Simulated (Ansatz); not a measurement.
Base system: Ir in the fcc (Cu type) structure (space group Fm-3m, No. 225; a = 3.830 Å).

Levels (all Ansatz, a quantum-chemistry and plane-wave program, PAW): PBEsol (420 eV, without spin-orbit coupling); r2SCAN (500 eV, no spin-orbit coupling).

The geometry is relaxed with PBEsol.

- PBEsol pressure: 0.0 GPa

Problem. What does r2SCAN give at this geometry for the pressure?

Solution. The pressure goes from zero to 4.2 GPa.

Single points use the geometry relaxed with PBEsol. Their cutoffs differ, which shifts pressures a little. Stability against distortions was not tested. The final runs are not spin-polarised.
